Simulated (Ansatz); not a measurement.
The parent structure is CdSe in the zinc blende structure (space group F-43m, No. 216).

```
CELL_PARAMETERS angstrom
      0.00000     3.06658     3.06658
      3.06658     0.00000     3.06658
      3.06658     3.06658     0.00000
ATOMIC_POSITIONS crystal
  Cd 0.00000 0.00000 0.00000
  Se 0.25000 0.25000 0.25000
```

Cartesian axes are those of the cell as printed.

All numbers come from r2SCAN (Ansatz, a first-principles code, PAW, no spin-orbit coupling).

Strains are applied to the cell and any free atomic positions relax.

One change was made to it. Results:

The band gap falls by 0.01 eV, from 1.04 eV to 1.03 eV; the electron mass remains 0.093 mₑ (at Γ).

Problem. Which of these changes matches the shifts?
A) tensor shear ε_xy = +0.29 %
B) tensor shear ε_xy = +1.43 %
C) tensor shear ε_xy = +2.00 %
D) tensor shear ε_xy = +1.71 %

Solution. A, tensor shear ε_xy = +0.29 %. For comparison, the band gap in the other runs: tensor shear ε_xy = +1.71 % gives 0.95 eV; tensor shear ε_xy = +1.43 % gives 0.97 eV; tensor shear ε_xy = +2.00 % gives 0.94 eV.

Masses are band curvatures over ±0.01 Å⁻¹ around the edge. Stability against distortions was not tested.
